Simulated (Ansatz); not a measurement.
## Pd: Pt on a Pd site

Start from a 12-atom supercell of Pd in the fcc (Cu type) structure (space group Fm-3m, No. 225; a = 3.943 Å) at its relaxed geometry.

The change: one Pd atom is replaced by Pt, atoms relaxed at fixed cell, starting from a slightly rattled geometry.

Method: DFT with PBE, PAW potentials and a 420 eV plane-wave cutoff in Ansatz (a quantum-chemistry and plane-wave program), no SOC. Settings: 7×5×7 k-points, 0.05 eV Fermi–Dirac smearing.

The pressure stays essentially unchanged (0.1 GPa against 0.2 GPa) and the largest displacement of a host atom from its site in the perfect cell comes out as 0.02 Å. The mean distance from the defect site to its nearest host atoms stays essentially unchanged (2.79 Å against 2.78 Å).

Final structure:

```xyz
12
Lattice="0.0000 3.9428 3.9428 3.9428 -3.9428 3.9428 3.9428 3.9428 0.0000" Properties=species:S:1:pos:R:3 pbc="T T T"
Pt    -0.0033    -0.0068     0.0058
Pd     1.9680     1.9645     0.0056
Pd     1.9625    -0.0065     1.9722
Pd     3.9392     1.9697     1.9721
Pd     3.9259     0.0073     3.9345
Pd     5.9163     1.9594     3.9486
Pd    -0.0034     1.9647     1.9769
Pd     5.9108    -0.0068     5.9197
Pd     1.9625     1.9700     3.9484
Pd     3.9528     3.9224     3.9623
Pd     3.9398     1.9595     5.9251
Pd     5.9163     3.9360     5.9250
```

In so small a cell the defect repeats every few ångströms: this is an ordered compound, not a dilute defect. All final runs are without spin polarisation. The defect cell is not spin-polarised.
